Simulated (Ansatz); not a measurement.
## Hypothetical cubic perovskite SrSnSe3: response to strain

The parent structure is SrSnSe3 in the cubic perovskite structure (space group Pm-3m, No. 221; a = 5.240 Å; a hypothetical phase, not in the database extracts checked). Axes: x, y, z lie along the cube axes.

Strains are applied to the cell and any free atomic positions relax; under biaxial strain the out-of-plane vector relaxes too; under stress the whole cell relaxes.

All numbers come from PBEsol, PAW, 420 eV (Ansatz, an electronic-structure program; no spin-orbit coupling).

Notes on the quantities. energy relative to the base: free energy F.

```csv
change,energy relative to the base,shortest interatomic distance
base,0 meV/atom,2.620 Å
"biaxial strain −0.91 %, plane normal [111], relaxed out of plane",+0.8 meV/atom,2.615 Å
uniaxial strain ε_zz = +5.96 %,+27 meV/atom,2.620 Å
"uniaxial stress, 2 GPa compression along z",+3.3 meV/atom,2.571 Å
```

Without a gap, meshes like the base's 9×9×9 leave anisotropic stresses uncertain by several tenths of a GPa, and small strain energies with them. Stability under load was not tested beyond the relaxation. All final runs are without spin polarisation. Many cubic perovskites are stable only at high temperature; tilts and polar distortions were not tested.
